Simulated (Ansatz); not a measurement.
For SnGe (model structure, started from the WC type, P-6m2, No. 187, 2 atoms in the cell), LDA in Ansatz (PAW) gives:

```
Item                        Value
-------------------  ------------
lattice constant a        3.835 Å
lattice parameter c       3.619 Å
bulk modulus B0          57.5 GPa
cohesive energy      4.09 eV/atom
```

Task: What does PBEsol (Ansatz, a first-principles code, plane waves, PAW) give for the same quantities?

Result: 
- lattice constant a: 3.868 Å (grows by 0.9 %)
- lattice parameter c: 3.652 Å (rises by 0.9 %)
- bulk modulus: 53.7 GPa (drops by 6.6 %)
- cohesive energy: 3.68 eV/atom (shrinks by 0.41 eV/atom)

Changes are worked out from the printed values.

Unless a cell is named, each level is at its own relaxed cell (LDA 23.06, PBEsol 23.66 Å³/atom).

Levels without +SOC leave out spin–orbit coupling, which shifts energies and cells of such heavy elements.

Caveats: the bulk modulus is −V dP/dV from two relaxed cells at ±2 % in volume (LDA, PBEsol). Ansatz's density-functional and Hartree–Fock values are scalar-relativistic unless marked +SOC, with PAW data made under PBE.

A model structure was made by putting elements into a prototype or built by hand; it is no filed structure, need not be a known phase, and can be a saddle point held by its symmetry.
